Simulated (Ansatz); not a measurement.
Worked calculations on one periodic cell of amorphous Si24O50Ti: Si24O50Ti, 75 atoms, volume 1136.1 Å³, made by a melt-quench on the CHGNet potential and relaxed with DFT. O atoms were pushed apart under 1.9 Å during the dynamics, to hinder bonds among them. It is a model cell: composition and starting density were chosen by hand, and all elements were melted together. Cycles of charging were run to anneal it. The numbers are results of PBE, scalar-relativistic without spin-orbit coupling (plane waves to 420 eV, PAW; Ansatz, an electronic-structure program), not measurements. Sampling: a 2×2×2 Γ-centred mesh; Fermi-Dirac width 0.02 eV; no spin polarisation. Its volume was relaxed, its shape was free, and it stands at a mean pressure of 0.0 GPa with stress components up to 0.1 GPa; the relaxation ran on the zone centre alone. Its density went from a set 2.24 to 2.22 g/cm³. The cell is small and was quenched far faster than a real film, so it is one sample of the glass.

**Question.** Count formal charges (Si +4, O -2, Ti +4). What does the count lead one to expect at the Fermi level, and what does the calculation give?

**Answer.** 24 × (+4) + 50 × (-2) + 1 × (+4) = 0. The charges balance, so the anion-derived valence states can be full and a gap can open. On this mesh the highest filled and lowest empty level lie 4.20 eV apart; localised defect or tail levels set that (at the zone centre the more localised edge state sits most on one Ti atom with neighbours O 1.79 Å, O 1.80 Å, O 1.82 Å, O 1.86 Å), and the nearest spread-out levels lie 5.3 eV apart.

Four energies for an added electron at PBE on the zone centre alone (charged cells in a uniform background, spin-polarised): neutral at the neutral geometry -46208.910 eV; charged at the neutral geometry -46203.052 eV; charged and relaxed -46203.468 eV; neutral at the charged geometry -46208.059 eV.

**Question.** Find the two relaxation energies and their sum, the reorganisation energy.

**Answer.** On charging: -46203.052 − (-46203.468) = 0.416 eV. On discharging: -46208.059 − (-46208.910) = 0.851 eV. The sum is 1.267 eV. The carrier's level spreads over 2 of the 75 atoms' worth, so it counts as localised, most on one Ti atom with neighbours O 1.79 Å, O 1.80 Å, O 1.82 Å, O 1.86 Å (neutral geometry). The values are uncorrected: the image energy of a point charge in this cell, 2.84 × 14.40 / (2 × 10.4) = 2.0 eV before screening, is screened by electrons alone at the fixed geometry and by ions too after relaxing, and the carrier can be spread before it relaxes, so each term can be off by up to that value times 1/ε∞, some tenths of an eV. PBE's self-interaction favours spread-out carriers, so a hybrid can localise more.
